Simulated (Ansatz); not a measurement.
LiNbO3, pressure series

The parent structure is LiNbO$_{3}$ (space group R3c, No. 161; a = 5.137 Å, c = 13.885 Å (hexagonal axes)).

Cell and atoms are relaxed at each pressure.

Level of theory: r2SCAN in Ansatz (plane waves to 500 eV, PAW, no spin-orbit coupling).

Notes on the quantities. band gap: an upper bound: an edge found on the path is not a true extremum; the base alone.

```json
[
 {"case": "base", "c/a ratio": "2.703", "band gap": "4.00 eV", "volume per atom": "10.58 Å³"},
 {"case": "pressure −2 GPa", "c/a ratio": "2.698", "band gap": "3.99 eV", "volume per atom": "10.77 Å³"},
 {"case": "pressure −1 GPa", "c/a ratio": "2.700", "band gap": "3.99 eV", "volume per atom": "10.67 Å³"},
 {"case": "pressure 15 GPa", "c/a ratio": "2.721", "band gap": "4.12 eV", "volume per atom": "9.56 Å³"},
 {"case": "pressure 22.5 GPa", "c/a ratio": "2.722", "band gap": "4.14 eV", "volume per atom": "9.19 Å³"},
 {"case": "pressure 30 GPa", "c/a ratio": "2.716", "band gap": "4.11 eV", "volume per atom": "8.87 Å³"}
]
```

Load acts through the strain it causes; cell and atoms are relaxed under it. No phonon test of stability was made. No other phases were tried under pressure.

Ansatz is a program for electronic structure.
